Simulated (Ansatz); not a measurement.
Results of LDA (Ansatz, an electronic-structure program, plane waves, PAW) for Ba (model structure, started from the diamond type, Fd-3m, No. 227, 2 atoms in the cell).

Numerical settings: plane-wave cutoff 520 eV, 12×12×12 k mesh, Fermi–Dirac smearing 0.05 eV, scalar-relativistic PAW data made under PBE.

Cell (relaxed at this level):

Ba has the cubic space group Fd-3m, origin choice 1 (No. 227), the diamond structure, Pearson symbol cF8. Conventional cell: a = 7.2790 Å, b = 7.2790 Å, c = 7.2790 Å, α = 90.00°, β = 90.00°, γ = 90.00°. Ba on 8b sees 4 Ba at 3.152 Å and 12 Ba at 5.147 Å. (Neighbours: up to the widest gap in distance over summed covalent radii, below 1.35, at either atom.)
(The calculation used a cell of 2 atoms; values per cell refer to that cell.)

Question: Estimate the bulk modulus B0 that the calculation returns.

Answer: 
bulk modulus B0: 19.0 GPa

The run finds no gap.

Note: the bulk modulus is −V dP/dV from two relaxed cells at ±2 % in volume; the relaxation could raise the start's symmetry but not lower it, so the cell can be a saddle point.

Spin–orbit coupling is not included.

The computed numbers hold no vibrational or temperature effects.

Computing time: roughly 120 core-seconds.

A model structure was made by putting elements into a prototype or built by hand; it is no filed structure, need not be a known phase, and can be a saddle point held by its symmetry.
